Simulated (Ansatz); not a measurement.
# How a calculation on LiLaO₂ (P2_1/c, 16 atoms in the cell) responds to its settings

Space group P2₁/c (No. 14); a = 5.9269 Å, b = 6.2392 Å, c = 5.8952 Å, α = 90.00°, β = 102.90°, γ = 90.00°

```
atom  site  symmetry       x       y       z
----  ----  --------  ------  ------  ------
Li      4e         1  0.3451  0.3611  0.3270
La      4e         1  0.8000  0.4316  0.1942
O       4e         1  0.0871  0.2394  0.0134
O       4e         1  0.5718  0.1322  0.2917
```

Base run A: PBEsol, default PAW files made with PBE (Ansatz, an electronic-structure program), self-consistent single point.

Its settings: kpoints.mp_grid.grid = 4 4 4; hamiltonian.xc = pbesol; hamiltonian.pseudopotentials = {kind: paw} (the program's default PAW files); scf.occupations.method = fermi_dirac; scf.occupations.width = 0.05 eV.

The starting cell comes from a database of computed structures (which also holds hypothetical and non-ambient phases and stackings), without a prior relaxation at this level. In the base run, with a pressure of about -5 GPa the cell is away from its equilibrium volume at this level. Ansatz's pressure includes its estimate of the finite-basis (Pulay) stress.

Absolute energies have different zeros for different potentials, functionals, Hubbard and dispersion terms and are not compared across them.

| run | change | pressure (GPa) | largest force (eV/Å) | gap on the mesh (eV) |
|---|---|---|---|---|
| A | base | -4.76 | 0.103 | 3.658 |
| B | hamiltonian.xc: pbesol → lda [LDA (PW92)] | -8.30 | 0.144 | 3.640 |
| C | hamiltonian.xc: pbesol → blyp [BLYP] | 3.54 | 0.144 | 3.868 |
| D | hamiltonian.xc: pbesol → r2scan [r2SCAN] | -2.05 | 0.095 | 4.197 |

Run C against A: The pressure goes from -4.76 to 3.54 GPa, the largest force goes from 0.103 to 0.144 eV/Å and the gap on the mesh goes from 3.658 to 3.868 eV.

Run B against A: The pressure goes from -4.76 to -8.30 GPa, the largest force goes from 0.103 to 0.144 eV/Å and the gap on the mesh goes from 3.658 to 3.640 eV.

Run D against A: The pressure goes from -4.76 to -2.05 GPa, the largest force goes from 0.103 to 0.095 eV/Å and the gap on the mesh goes from 3.658 to 4.197 eV.

Left out of this page: 2 runs of the series held back from this collection.

Keys are those of Ansatz 0.2.
